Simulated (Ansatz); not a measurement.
Consider La2O3 (space group P-3m1, No. 164).

```
CELL_PARAMETERS angstrom
      3.90611     0.00000     0.00000
     -1.95305     3.38279     0.00000
      0.00000     0.00000     6.03995
ATOMIC_POSITIONS crystal
  La 0.33333 0.66667 0.24536
  La 0.66667 0.33333 0.75464
  O  0.00000 0.00000 0.00000
  O  0.33333 0.66667 0.64601
  O  0.66667 0.33333 0.35399
```

The values are results of PBEsol/PAW in Ansatz (a quantum-chemistry and plane-wave program), scalar-relativistic without spin-orbit coupling, not measurements.

For the base:

| Item | Value |
|---|---|
| Band gap | 3.77 eV |
| Gap character | indirect, L → K |

The change: every lattice vector is shortened by 4.99 %, atoms relaxed at fixed cell.

What happens to the band gap?

The band gap falls by 0.17 eV to 3.60 eV.

What happens to the hole mass?

The hole mass amounts to 2.4 mₑ along c, 0.83 mₑ across (at K).

Estimate the effect on the largest internal atomic displacement.

The largest internal atomic displacement is 0.049 Å.

Predict the new gap character.

The gap character changes from indirect, L → K to indirect, K → M.

The cells carry an imposed strain or load. Effective masses come from finite differences of ±0.01 Å⁻¹. Stability against distortions was not tested.
